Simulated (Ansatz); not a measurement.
zinc-blende BP (0 0 1) on beta Ga2O3 (0 0 1) (film strained to the substrate, started from cuts of the bulks and a machine-learned relaxation; metallic at this level, with no gap by band count; slabs Ga16O28 and B24P20, which can lie off the formulas)

A periodic stack without vacuum, zinc-blende BP (0 0 1) on beta Ga2O3 (0 0 1) (film strained to the substrate, started from cuts of the bulks and a machine-learned relaxation; metallic at this level, with no gap by band count; slabs Ga16O28 and B24P20, which can lie off the formulas): substrate slab Ga16O28, film B24P20, surface cells [[0, -1], [2, 0]] and [[1, 0], [5, 4]], film strained by -4.1 and -3.2 %, outermost planes O/O and B/B as cut, which need not be the usual terminations and can put a slab off its formula.

The start was prepared with a machine-learned potential, and the result is one local minimum, with the in-plane cell held and forces under 0.04 eV/Å; the film can end far from its bulk form.

These are PBE (plane waves to 420 eV, PAW; Ansatz, an electronic-structure program) values and carry that method's errors. Spin–orbit coupling is left out; the runs are not spin-polarised; PBE gaps are too small against experiment. Its k-point mesh 8×2×1, Fermi–Dirac width 0.05 eV.

* **interface area**: 38.4 Å²
* **period**: 25.43 Å
* **heights between the nearest atoms of the two slabs at the two interfaces**: 0.95 and 0.73 Å
* **B–O contacts across the interfaces within 1.22 times the sum of covalent radii**: 8, mean 1.38 Å

```yaml
crystal:
  lattice:
    - [3.08204, 0.00125, 0.09448]
    - [3.08174, 12.45648, -0.10597]
    - [-0.21335, -0.45492, 25.45025]
  atoms:
    - { symbol: Ga, position: [0.34243, 0.67443, 0.20909] }
    - { symbol: Ga, position: [0.34261, 0.17714, 0.21486] }
    - { symbol: Ga, position: [0.47470, 0.06152, 0.08845] }
    - { symbol: Ga, position: [0.49081, 0.55997, 0.08818] }
    - { symbol: Ga, position: [0.78195, 0.79342, 0.10146] }
    - { symbol: Ga, position: [0.71849, 0.29287, 0.10337] }
    - { symbol: Ga, position: [0.09063, 0.93574, 0.18979] }
    - { symbol: Ga, position: [0.08586, 0.43286, 0.19078] }
    - { symbol: Ga, position: [0.39861, 0.56796, 0.42732] }
    - { symbol: Ga, position: [0.39877, 0.07125, 0.44042] }
    - { symbol: Ga, position: [0.53857, 0.95953, 0.30474] }
    - { symbol: Ga, position: [0.55539, 0.44625, 0.30768] }
    - { symbol: Ga, position: [0.80924, 0.68847, 0.32423] }
    - { symbol: Ga, position: [0.79535, 0.19603, 0.33346] }
    - { symbol: Ga, position: [0.14157, 0.84215, 0.40486] }
    - { symbol: Ga, position: [0.11860, 0.33408, 0.42238] }
    - { symbol: O, position: [0.34546, 0.79825, 0.04645] }
    - { symbol: O, position: [0.15829, 0.29864, 0.04720] }
    - { symbol: O, position: [0.62997, 0.00240, 0.02236] }
    - { symbol: O, position: [0.47175, 0.50385, 0.02172] }
    - { symbol: O, position: [0.29000, 0.71573, 0.28009] }
    - { symbol: O, position: [0.27985, 0.22237, 0.28562] }
    - { symbol: O, position: [0.60795, 0.90832, 0.23453] }
    - { symbol: O, position: [0.60389, 0.40761, 0.23571] }
    - { symbol: O, position: [0.25706, 0.78223, 0.15673] }
    - { symbol: O, position: [0.23987, 0.28143, 0.15872] }
    - { symbol: O, position: [0.60032, 0.94440, 0.13189] }
    - { symbol: O, position: [0.58158, 0.44356, 0.13220] }
    - { symbol: O, position: [0.89482, 0.13946, 0.09469] }
    - { symbol: O, position: [0.91145, 0.63888, 0.09453] }
    - { symbol: O, position: [0.92728, 0.59108, 0.19936] }
    - { symbol: O, position: [0.92814, 0.09453, 0.20068] }
    - { symbol: O, position: [0.26042, 0.62847, 0.49223] }
    - { symbol: O, position: [0.83125, 0.10645, 0.48732] }
    - { symbol: O, position: [0.00623, 0.83970, 0.47918] }
    - { symbol: O, position: [0.60311, 0.33511, 0.47224] }
    - { symbol: O, position: [0.30555, 0.68595, 0.38341] }
    - { symbol: O, position: [0.28910, 0.18521, 0.39065] }
    - { symbol: O, position: [0.65202, 0.84379, 0.35473] }
    - { symbol: O, position: [0.63699, 0.34675, 0.36233] }
    - { symbol: O, position: [0.95535, 0.04122, 0.31147] }
    - { symbol: O, position: [0.96812, 0.53206, 0.31610] }
    - { symbol: O, position: [0.97493, 0.48971, 0.42252] }
    - { symbol: O, position: [0.00509, 0.99047, 0.41081] }
    - { symbol: B, position: [0.13678, 0.25266, 0.62863] }
    - { symbol: B, position: [0.89635, 0.48861, 0.62425] }
    - { symbol: B, position: [0.62085, 0.75168, 0.62584] }
    - { symbol: B, position: [0.37670, 0.00096, 0.62219] }
    - { symbol: B, position: [0.60587, 0.30931, 0.52946] }
    - { symbol: B, position: [0.27764, 0.61869, 0.54263] }
    - { symbol: B, position: [0.01691, 0.85858, 0.53002] }
    - { symbol: B, position: [0.74425, 0.16697, 0.53711] }
    - { symbol: B, position: [0.09651, 0.25908, 0.80699] }
    - { symbol: B, position: [0.84052, 0.51309, 0.80761] }
    - { symbol: B, position: [0.57958, 0.75976, 0.80567] }
    - { symbol: B, position: [0.32819, 0.01255, 0.80738] }
    - { symbol: B, position: [0.48903, 0.37996, 0.71855] }
    - { symbol: B, position: [0.23521, 0.62792, 0.71433] }
    - { symbol: B, position: [0.97779, 0.88214, 0.71605] }
    - { symbol: B, position: [0.73582, 0.12915, 0.71548] }
    - { symbol: B, position: [0.12381, 0.28066, 0.99317] }
    - { symbol: B, position: [0.71732, 0.51908, 0.98015] }
    - { symbol: B, position: [0.43783, 0.78059, 0.99232] }
    - { symbol: B, position: [0.37455, 0.01859, 0.98042] }
    - { symbol: B, position: [0.47038, 0.39109, 0.89587] }
    - { symbol: B, position: [0.17714, 0.64453, 0.89965] }
    - { symbol: B, position: [0.90985, 0.89081, 0.89543] }
    - { symbol: B, position: [0.69402, 0.14382, 0.90026] }
    - { symbol: P, position: [0.04195, 0.36079, 0.57490] }
    - { symbol: P, position: [0.77103, 0.61746, 0.58542] }
    - { symbol: P, position: [0.50206, 0.87052, 0.57593] }
    - { symbol: P, position: [0.26929, 0.13035, 0.58166] }
    - { symbol: P, position: [0.97685, 0.38365, 0.76356] }
    - { symbol: P, position: [0.72306, 0.63188, 0.76028] }
    - { symbol: P, position: [0.46685, 0.88441, 0.76185] }
    - { symbol: P, position: [0.22454, 0.13190, 0.76102] }
    - { symbol: P, position: [0.62528, 0.25419, 0.67282] }
    - { symbol: P, position: [0.37953, 0.49613, 0.67039] }
    - { symbol: P, position: [0.11177, 0.75412, 0.67121] }
    - { symbol: P, position: [0.86802, 0.00190, 0.66876] }
    - { symbol: P, position: [0.97253, 0.39053, 0.94165] }
    - { symbol: P, position: [0.66036, 0.65291, 0.94747] }
    - { symbol: P, position: [0.39208, 0.89053, 0.94117] }
    - { symbol: P, position: [0.17570, 0.15260, 0.94814] }
    - { symbol: P, position: [0.58709, 0.26205, 0.85237] }
    - { symbol: P, position: [0.32984, 0.51657, 0.85328] }
    - { symbol: P, position: [0.06640, 0.76253, 0.85135] }
    - { symbol: P, position: [0.81483, 0.01610, 0.85315] }
```
